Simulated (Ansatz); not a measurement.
Take Ti in the hcp (Mg type) structure (space group P6_3/mmc, No. 194; relaxed with 0.1 eV smearing) as the base.

```
CELL_PARAMETERS angstrom
      2.93978     0.00000     0.00000
     -1.46989     2.54592     0.00000
      0.00000     0.00000     4.65400
ATOMIC_POSITIONS crystal
  Ti 0.66667 0.33333 0.75000
  Ti 0.33333 0.66667 0.25000
```

Cartesian axes are those of the cell as printed.

All numbers come from DFT with PBE, PAW potentials and a 420 eV plane-wave cutoff in Ansatz (a program for electronic structure), no spin-orbit coupling.

For the base:

```
Quantity                        Result
-----------------------------  -------
Pressure                       0.0 GPa
Shortest interatomic distance  2.880 Å
```

Perturbation: the cell is stretched by 1.50 % along z with no lateral relaxation, atoms relaxed at fixed cell.

Question: What does the calculation give for the pressure, energy relative to the base and shortest interatomic distance after the change?

Answer: The pressure (mean of the normal stresses, compression positive) goes from zero to -1.6 GPa; the energy increases by 2.2 meV/atom; the shortest interatomic distance goes up by 0.0283 Å (2.880 Å → 2.909 Å).

The cells carry an imposed strain or load. Whether these cells are dynamically stable was not tested. The final runs are not spin-polarised.
